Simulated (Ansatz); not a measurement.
The starting structures come from a database of crystals and need not be the phases stable at ambient conditions.

 Where the default PAW files enter, the runs use the earlier of Ansatz's two default sets.

By PBEsol, the system below comes out a metal.

Without scattering a metal conducts by its projected Fermi surface.

Data:

```xyz
3
Lattice="3.9103 0.0000 0.0000 0.0000 3.9940 0.0000 0.0000 -1.9970 3.5295" Properties=species:S:1:pos:R:3 pbc="T T T"
Y      0.0000     0.0000     0.0000
Si     1.9552     1.9970     1.1765
Si     1.9552     0.0000     2.3530
```

Space group of this cell: Cmmm. The cell is strained (lengths across the current scaled by 0.98, ions clamped); by PBEsol its mean pressure is 1.3 GPa.

The current flows along the normal of the first two printed cell vectors. No spin-orbit coupling; the value is a mean over 0.1 eV about the Fermi level.

Question: Estimate the ballistic conductance per area that PBEsol (Ansatz, a program for electronic structure) returns for this system.

Answer: 1.1 × 10¹⁵ S/m² for both spins.
